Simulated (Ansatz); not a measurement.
Take PbO (space group P4/nmm, No. 129; a = 4.034 Å, c = 4.994 Å; layered, stacked along the Cartesian z axis) as the base. Axes: x, y, z lie along a, b, c of the conventional cell.

Calculations: Ansatz (a program for electronic structure) PBE-D3(BJ), scalar-relativistic without spin-orbit coupling.

Now apply this change: the cell is stretched by 2.40 % along z with no lateral relaxation, atoms relaxed at fixed cell.

Q: Predict the new stress.

A: The stress (xx, yy, zz, yz, xz, xy; compression positive) comes out as (-0.31, -0.31, -0.45, 0.00, 0.00, 0.00) GPa.

The cells carry an imposed strain or load. Stability against distortions was not tested. The D3 term's C6 switches between coordination references near this geometry, which can add small steps to energies.
